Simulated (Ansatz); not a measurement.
# How the lattice constant a of MgS (model structure, started from the GeS type, Fm-3m, No. 225, 8 atoms in the cell) moves with the method

No measured value is used here.

```json
[
 {"level (code)": "LDA (Ansatz)", "value (Å)": "5.129"},
 {"level (code)": "PBE (Ansatz)", "value (Å)": "[?]"},
 {"level (code)": "PBE-D3(BJ) (Ansatz)", "value (Å)": "5.155"},
 {"level (code)": "r²SCAN (Ansatz)", "value (Å)": "5.203"},
 {"level (code)": "r²SCAN+rVV10 (Ansatz)", "value (Å)": "5.189"}
]
```

Problem. Some entries are withheld; supply them.

Solution. 
- PBE (Ansatz, a quantum-chemistry and plane-wave program), value (Å): 5.230

Cutoffs differ between the levels. Ansatz's density-functional and Hartree–Fock values are scalar-relativistic unless marked +SOC, with PAW data made under PBE.

A model structure was made by putting elements into a prototype or built by hand; here it ended with the formula and space group of a phase in our tables.
